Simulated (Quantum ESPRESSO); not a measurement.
A self-consistent single point of Li (Im-3m, 1 atom in the cell) with Quantum ESPRESSO.

Level of theory: PBEsol, PseudoDojo standard norm-conserving (PBESOL) pseudopotentials (plane waves; Quantum ESPRESSO).

```yaml
crystal:
  lattice:
    - [1.75023, 1.75023, 1.75023]
    - [-1.75023, 1.75023, 1.75023]
    - [-1.75023, -1.75023, 1.75023]
  atoms:
    - { symbol: Li, position: [0.00000, 0.00000, 0.00000] }
```

Reference input (self-consistent single point, DFT, PBEsol, plane waves, PseudoDojo standard norm-conserving (PBESOL) pseudopotentials): ecutwfc = 75 Ry; occupations = smearing; smearing = gaussian; degauss = 0.0073499 Ry; potentials = {Li: Li.upf}; K_POINTS = automatic 13 13 13 0 0 0; conv_thr = 1e-09 Ry; mixing_beta = 0.4. This run's input differs from it in these lines:

```diff
@@ -16,3 +16,3 @@
    smearing = 'gaussian',
-   degauss = 0.0073499,
+   degauss = 0.00147,
 /
@@ -27,3 +27,3 @@
 K_POINTS automatic
-13 13 13  0 0 0
+10 10 10  0 0 0
```

Output, abridged:

```
     Self-consistent Calculation

     iteration #  1     ecut=    75.00 Ry     beta= 0.40

---- Real-time Memory Report at c_bands before calling an iterative solver
            51 MiB given to the printing process from OS
            20 MiB allocation reported by mallinfo(arena+hblkhd)
------------------

     Threshold (ethr) on eigenvalues was too large:
     Diagonalizing with lowered threshold

---- Real-time Memory Report at c_bands before calling an iterative solver
            53 MiB given to the printing process from OS
            21 MiB allocation reported by mallinfo(arena+hblkhd)
------------------

   [... lines left out ...]

---- Real-time Memory Report at c_bands before calling an iterative solver
            57 MiB given to the printing process from OS
            25 MiB allocation reported by mallinfo(arena+hblkhd)
------------------

     total energy              =     -14.30780833 Ry
     estimated scf accuracy    <          9.0E-09 Ry

     iteration #  5     ecut=    75.00 Ry     beta= 0.40

---- Real-time Memory Report at c_bands before calling an iterative solver
            57 MiB given to the printing process from OS
            26 MiB allocation reported by mallinfo(arena+hblkhd)
------------------
     End of self-consistent calculation

     the Fermi energy is     0.7817 ev

!    total energy              =     -14.30780833 Ry
     estimated scf accuracy    <          9.7E-10 Ry
     smearing contrib. (-TS)   =      -0.00002283 Ry
     internal energy E=F+TS    =     -14.30778550 Ry

     convergence has been achieved in   5 iterations

     Forces acting on atoms (cartesian axes, Ry/au):

     atom    1 type  1   force =     0.00000000    0.00000000    0.00000000

     Total force =     0.000000     Total SCF correction =     0.000000

          total   stress  (Ry/bohr**3)                   (kbar)     P=       -6.91
  -0.00004694   0.00000000  -0.00000000           -6.91        0.00       -0.00
   0.00000000  -0.00004694   0.00000000            0.00       -6.91        0.00
  -0.00000000   0.00000000  -0.00004694           -0.00        0.00       -6.91

   JOB DONE.
```

The run converged in 5 iterations. Against the reference run the free energy rises by 9.8 meV/atom and the pressure hardly changes (-0.74 to -0.69 GPa).

The starting cell has typed, rounded lattice constants, without a prior relaxation at this level. Its lattice was rescaled by up to half a per cent.
